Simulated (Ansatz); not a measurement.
Terminations of the (111) surface of fcc Ni, ferromagnetic, measured from the surface 'clean 1x1'. Atoms come from or go to: Fe: bcc Fe, ferromagnetic, I: ½ I2(g), N: ½ N2(g), Ni: fcc Ni, ferromagnetic, Pt: fcc Pt, Rh: fcc Rh, Sb: rhombohedral Sb, Si: silicon, Ti: hcp Ti, Zn: hcp Zn. ΔE is the energy of forming the row's surface from that one (negative: more stable at these reservoirs); the vacuum level's shift is aligned on the shared bottom. No zero-point or thermal terms. These are constructed structures in small cells; real faces may alloy, dewet or reconstruct in larger ones, and not all known structures of the face are among them. Slabs of about 10 Å with all that they carry, Fermi-Dirac smearing of 0.1 eV. Bottom of the slabs: a bare face, its two planes held. Relaxed from the named starts with such symmetry as they have, on meshes of like density; energies extrapolated to zero smearing; no spin-orbit coupling, no U. Spin-polarised runs, if any, are marked in brackets, and their order is one that fits the cell; the others ran without spin. Where a second, spin-polarised start was run, the lower counts. A dash marks a value that is undefined for that row (no clear gap, or no work function of a gapped slab) or was not read reliably on its mesh.

These are PBE (plane waves to 420 eV, PAW; Ansatz, a quantum-chemistry and plane-wave program) values and carry that method's errors.

| surface | atoms added per 1x1 | ΔE per 1x1 (eV) | shift of the vacuum level (eV) | work function (eV) |
|---|---|---|---|---|
| (√3x√3)R30° surface alloy, Si on one Ni site of the top plane [spin, 9.2 μB a cell] | -0.333 Ni, +0.333 Si | -0.65 | -0.06 | 5.00 |
| one row in 2 of the top plane missing [spin, 7.3 μB a cell] | -0.5 Ni | 0.38 | -0.89 | 4.16 |
| (√3x√3)R30° surface alloy, Ti on one Ni site of the top plane [spin, 8.5 μB a cell] | -0.333 Ni, +0.333 Ti | [?] | -0.61 | 4.46 |
| a pseudomorphic layer of Zn in the host's stacking [spin, 3.6 μB a cell] | +1 Zn | -0.49 | -0.54 | 4.52 |
| (√3x√3)R30° layer of N, one a cell, on the site that continues the host's stacking [spin, 9.6 μB a cell] | +0.333 N | -0.05 | 0.84 | 5.91 |
| (√3x√3)R30° surface alloy, Sb on one Ni site of the top plane [spin, 9.5 μB a cell] | -0.333 Ni, +0.333 Sb | -0.57 | -0.79 | 4.27 |
| a layer of Fe in place of the third plane [spin, 5.8 μB a cell] | +1 Fe, -1 Ni | -0.02 | 0.03 | 5.10 |
| a layer of Fe in place of the second plane [spin, 5.8 μB a cell] | +1 Fe, -1 Ni | [?] | -0.21 | 4.85 |
| p(2x2) layer of I, one a cell, on the site that continues the host's stacking [spin, 15.5 μB a cell] | +0.25 I | [?] | -0.71 | 4.35 |
| a layer of Rh in place of the third plane [spin, 3.8 μB a cell] | -1 Ni, +1 Rh | 0.44 | -0.02 | 5.04 |
| a pseudomorphic layer of Fe in the other hollow [spin, 6.5 μB a cell] | +1 Fe | [?] | -0.05 | 5.01 |
| (√3x√3)R30° surface alloy, Pt on one Ni site of the top plane [spin, 11.3 μB a cell] | -0.333 Ni, +0.333 Pt | -0.18 | 0.25 | 5.31 |

Problem. What belongs in the gaps?

Solution. 
- (√3x√3)R30° surface alloy, Ti on one Ni site of the top plane [spin, 8.5 μB a cell], ΔE per 1x1 (eV): -0.43
- a layer of Fe in place of the second plane [spin, 5.8 μB a cell], ΔE per 1x1 (eV): -0.12
- p(2x2) layer of I, one a cell, on the site that continues the host's stacking [spin, 15.5 μB a cell], ΔE per 1x1 (eV): -0.46
- a pseudomorphic layer of Fe in the other hollow [spin, 6.5 μB a cell], ΔE per 1x1 (eV): 0.17
